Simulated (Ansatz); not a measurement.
# PbSe: thickness series

The parent structure is PbSe in the rock salt structure (space group Fm-3m, No. 225).

```
PbSe
1.0
    0.00000     3.05080     3.05080
    3.05080     0.00000     3.05080
    3.05080     3.05080     0.00000
Se Pb
1 1
Direct
  0.00000   0.00000   0.00000
  0.50000   0.50000   0.50000
```

Cartesian axes are those of the cell as printed.

Free-standing slabs (2 atom(s) a layer) normal to the z axis with 15 Å of vacuum; in-plane cell held at bulk.

Computed with Ansatz (an electronic-structure program), PBEsol, PAW, cutoff 420 eV, no spin-orbit coupling.

Notes on the quantities. excess energy per area of both faces: slab less bulk energy over the cell's area: twice a surface energy; layer's space group: with vacuum.

| variant | excess energy per area of both faces | gap character | band gap | layer's space group | thickness between the outermost nuclei |
|---|---|---|---|---|---|
| base | – | – | 0.17 eV | – | – |
| 1 layer | – | direct at X | 0.44 eV | P4/mmm (No. 123) | – |
| 2 layers | 0.39 J/m² | direct at Γ–X (89 % along) | 1.16 eV | P4/nmm (No. 129) | 2.85 Å |
| 3 layers | 0.59 J/m² | direct at X | 0.68 eV | P4/mmm (No. 123) | 5.99 Å |
| 4 layers | 0.48 J/m² | direct at Γ–X (83 % along) | 0.99 eV | P4/nmm (No. 129) | 9.05 Å |
| 5 layers | 0.53 J/m² | indirect, Γ–X (83 % along) → X | 0.62 eV | P4/mmm (No. 123) | 12.08 Å |
| 6 layers | 0.51 J/m² | indirect, Γ–X (83 % along) → X | 0.79 eV | P4/nmm (No. 129) | 15.15 Å |
| 7 layers | 0.52 J/m² | direct at X | 0.51 eV | P4/mmm (No. 123) | 18.19 Å |

Slab and bulk use different k-meshes, which limits the precision of the excess energy. Spin-orbit coupling, missing from the scalar runs, can matter with Pb. Stability against distortions was not tested. A zero or small gap of PbSe can be the functional's error rather than a property of the material. Labels are those of the standard path for the cell's own space group.
